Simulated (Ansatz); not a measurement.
**A computed series for CdSe: pressure series**

Base system: CdSe in the zinc blende structure (space group F-43m, No. 216; a = 6.1333 Å).

Cell and atoms are relaxed at each pressure.

All numbers come from Ansatz (an electronic-structure program) r2SCAN, no spin-orbit coupling.

Before the change:

```
Property    Value
--------  -------
Band gap  1.04 eV
```

### Question
The aim is a band gap between 1.26 eV and 1.37 eV. Which of these changes reaches it?
(A) pressure 0.9 GPa
(B) pressure 9 GPa
(C) pressure 22.5 GPa

### Answer
B, pressure 9 GPa. It gives 1.32 eV; pressure 22.5 GPa gives 1.55 eV; pressure 0.9 GPa gives 1.08 eV. Changes not listed may reach it too

Load acts through the strain it causes; cell and atoms are relaxed under it. No phonon test of stability was made. Tetrahedral semiconductors of this kind turn to denser phases somewhere between about 1 and 50 GPa; those were not computed, so compressed cells here can lie past the real transition.
